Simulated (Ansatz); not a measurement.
Consider the following.

```yaml
crystal:
  lattice:
    - [0.00000, 2.42815, 2.42815]
    - [2.42815, 0.00000, 2.42815]
    - [2.42815, 2.42815, 0.00000]
  atoms:
    - { symbol: Y, position: [0.00000, 0.00000, 0.00000] }
    - { symbol: N, position: [0.50000, 0.50000, 0.50000] }
```

Method: HSE06 with spin-orbit coupling, rigid bands (plane waves, PAW; Ansatz, a program for electronic structure). Cell: cell and atoms relaxed with PBEsol.

### Question
Predict the electron conductivity mass (n e² τ/σ) at 300 K, by direction if it differs.

### Answer
0.24 mₑ.

### Question
Predict the hole conductivity mass (n e² τ/σ) at 300 K, by direction if it differs.

### Answer
0.55 mₑ.

### Question
And the band gap?

### Answer
1.03 eV at this level.

Rigid bands, one relaxation time for all states, no polarons. Geometry: cell and atoms relaxed with PBEsol.
